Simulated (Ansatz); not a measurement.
Band structure of Cd (P6_3/mmc, 4 atoms in the cell).

```yaml
crystal:
  lattice:
    - [3.18870, 0.00000, 0.00000]
    - [-1.59435, 2.76150, 0.00000]
    - [0.00000, 0.00000, 10.25967]
  atoms:
    - { symbol: Cd, position: [0.00000, 0.00000, 0.00000] }
    - { symbol: Cd, position: [0.00000, 0.00000, 0.50000] }
    - { symbol: Cd, position: [0.33333, 0.66667, 0.25000] }
    - { symbol: Cd, position: [0.66667, 0.33333, 0.75000] }
```

Method: PBE (plane waves, PAW; Ansatz, a first-principles code).

Settings: kpoints.mp_grid.grid = 8 8 3; hamiltonian.xc = pbe; hamiltonian.pseudopotentials = {kind: paw} (the program's default PAW files); scf.occupations.method = gaussian; scf.occupations.width = 0.0073 Ry; kpoints.band_path.npoints = 8.

The starting cell was generated: these elements placed on a structure prototype, without a prior relaxation; it need not be a known phase or ordering of this composition. Its lattice was rescaled by a random factor within 2.5 % of one.

Levels in eV from the Fermi level, bands 37 to 44:
| point | 37 | 38 | 39 | 40 | 41 | 42 | 43 | 44 |
|---|---|---|---|---|---|---|---|---|
| Γ | -8.33 | -6.85 | -6.85 | -2.15 | -1.23 | 6.31 | 6.31 | 11.81 |
| M | -2.64 | -2.59 | -1.60 | -1.48 | -0.62 | -0.39 | 3.10 | 3.55 |
| K | -0.98 | -0.70 | -0.70 | 0.45 | 0.74 | 0.93 | 0.93 | 1.26 |
| A | -8.16 | -8.16 | -4.69 | -4.69 | 2.03 | 2.03 | 10.96 | 10.96 |
| L | -2.36 | -2.36 | -2.16 | -2.16 | 0.58 | 0.58 | 1.54 | 1.54 |
| H | -0.59 | -0.59 | -0.43 | -0.43 | 0.00 | 0.00 | 2.58 | 2.58 |

Bands cross the Fermi level along this path, so the cell is metallic at this level.

Keys are those of Ansatz 0.2.
